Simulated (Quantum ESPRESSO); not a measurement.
Worked example: self-consistent single point of C (Fd-3m, 16 atoms in the cell) in Quantum ESPRESSO.

Computed with LDA (PZ), GBRV 1.5 ultrasoft (LDA) pseudopotentials (plane waves; Quantum ESPRESSO 7.5).

The change in words: 2 x 2 x 2 supercell, mesh divided and rounded up; nbnd: 10 → 38; K_POINTS: automatic 13 13 13 0 0 0 → automatic 7 7 7 0 0 0. Reference geometry:
```xyz
2
Lattice="0.0000 1.8128 1.8128 1.8128 0.0000 1.8128 1.8128 1.8128 0.0000" Properties=species:S:1:pos:R:3 pbc="T T T"
C      1.8128     1.8128     1.8128
C      2.7192     2.7192     2.7192
```

Reference input (self-consistent single point, DFT, LDA (PZ), plane waves, GBRV 1.5 ultrasoft (LDA) pseudopotentials): ecutwfc = 40 Ry; ecutrho = 200 Ry; occupations = fixed; potentials = {C: c_lda_v1.2.uspp.F.UPF}; K_POINTS = automatic 13 13 13 0 0 0; nbnd = 10; conv_thr = 1e-11 Ry. This run's input differs from it in these lines:

```diff
@@ -10,3 +10,3 @@
     ibrav = 0
-    nat = 2
+    nat = 16
     ntyp = 1
@@ -15,3 +15,3 @@
     occupations = 'fixed'
-    nbnd = 10
+    nbnd = 38
 /
@@ -24,9 +24,23 @@
 C     1.812778000    1.812778000    1.812778000
+C     3.625556000    3.625556000    1.812778000
+C     3.625556000    1.812778000    3.625556000
+C     5.438334000    3.625556000    3.625556000
+C     1.812778000    3.625556000    3.625556000
+C     3.625556000    5.438334000    3.625556000
+C     3.625556000    3.625556000    5.438334000
+C     5.438334000    5.438334000    5.438334000
 C     2.719167000    2.719167000    2.719167000
+C     4.531945000    4.531945000    2.719167000
+C     4.531945000    2.719167000    4.531945000
+C     6.344723000    4.531945000    4.531945000
+C     2.719167000    4.531945000    4.531945000
+C     4.531945000    6.344723000    4.531945000
+C     4.531945000    4.531945000    6.344723000
+C     6.344723000    6.344723000    6.344723000
 K_POINTS {automatic}
-13 13 13  0 0 0
+7 7 7  0 0 0
 CELL_PARAMETERS {angstrom}
-   0.000000000     1.812778000     1.812778000
-   1.812778000     0.000000000     1.812778000
-   1.812778000     1.812778000     0.000000000
+   0.000000000     3.625556000     3.625556000
+   3.625556000     0.000000000     3.625556000
+   3.625556000     3.625556000     0.000000000
```

The program printed (abridged):

```
     Self-consistent Calculation

     iteration #  1     ecut=    40.00 Ry     beta= 0.70

     total energy              =    -184.33445623 Ry
     estimated scf accuracy    <       0.86669492 Ry

     iteration #  2     ecut=    40.00 Ry     beta= 0.70

     total energy              =    -184.39835359 Ry
     estimated scf accuracy    <       0.01666585 Ry

     iteration #  3     ecut=    40.00 Ry     beta= 0.70

     total energy              =    -184.40187091 Ry
     estimated scf accuracy    <       0.00035687 Ry

   [... 4 blocks of this kind left out ...]

     iteration #  8     ecut=    40.00 Ry     beta= 0.70

     total energy              =    -184.40200648 Ry
     estimated scf accuracy    <          4.5E-11 Ry

     iteration #  9     ecut=    40.00 Ry     beta= 0.70
     End of self-consistent calculation

     highest occupied, lowest unoccupied level (ev):    12.2300   16.2187

!    total energy              =    -184.40200648 Ry
     estimated scf accuracy    <          6.6E-12 Ry

     convergence has been achieved in   9 iterations

     Forces acting on atoms (cartesian axes, Ry/au):

     atom    1 type  1   force =     0.00000000    0.00000000    0.00000000
     atom    2 type  1   force =    -0.00000000    0.00000000    0.00000113
     atom    3 type  1   force =    -0.00000000    0.00000113    0.00000000
     atom    4 type  1   force =    -0.00000113    0.00000000   -0.00000000
     atom    5 type  1   force =     0.00000113    0.00000000    0.00000000
     atom    6 type  1   force =     0.00000000   -0.00000113    0.00000000
   [... lines left out ...]
     Total force =     0.000004     Total SCF correction =     0.000002
   [... lines left out ...]
     SCF correction compared to forces is large: reduce conv_thr to get better values

          total   stress  (Ry/bohr**3)                   (kbar)     P=     -317.10
  -0.00215559   0.00000000   0.00000000         -317.10        0.00        0.00
   0.00000000  -0.00215559   0.00000000            0.00     -317.10        0.00
   0.00000000   0.00000000  -0.00215559            0.00        0.00     -317.10

   JOB DONE.
```

The run converged in 9 iterations. Against the reference run the free energy hardly moves (within 1 meV/atom), the pressure stays at -31.71 GPa and the gap on the mesh goes from 4.002 to 3.989 eV. The full log also holds: “c_bands:  2 eigenvalues not converged”. The full log also holds: “SCF correction compared to forces is large: reduce conv_thr to get better values”.

The starting cell comes from a database of computed structures (which also holds hypothetical and non-ambient phases and stackings), without a prior relaxation at this level. Its lattice was rescaled by a random factor within 2.5 % of one. With a pressure of about -32 GPa the cell is away from its equilibrium volume at this level.

Cost on one core of a shared machine: roughly 30 s.
